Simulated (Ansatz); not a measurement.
The parent structure is SnO (space group P4/nmm, No. 129; a = 3.837 Å, c = 4.759 Å; layered, stacked along the Cartesian z axis).

Calculations: plane-wave PAW DFT at the PBE-D3(BJ) level (Ansatz, a first-principles code, 420 eV), without spin-orbit coupling.

Strains are applied to the cell and any free atomic positions relax.

One change was made to it. Results:

| quantity | base | after |
|---|---|---|
| energy relative to the base (free energy F) | 0 meV/atom | +14 meV/atom |
| pressure (mean of the normal stresses, compression positive) | 0.0 GPa | 3.9 GPa |
| largest internal atomic displacement | – | 0.052 Å |

Question: Which change produced these results?
(A) isotropic strain −1.80 %
(B) isotropic strain −3.00 %
(C) isotropic strain −2.40 %

Answer: C, isotropic strain −2.40 %. For comparison, the energy relative to the base in the other runs: isotropic strain −3.00 % gives +23 meV/atom; isotropic strain −1.80 % gives +8.1 meV/atom.

Whether these cells are dynamically stable was not tested. All final runs are without spin polarisation.
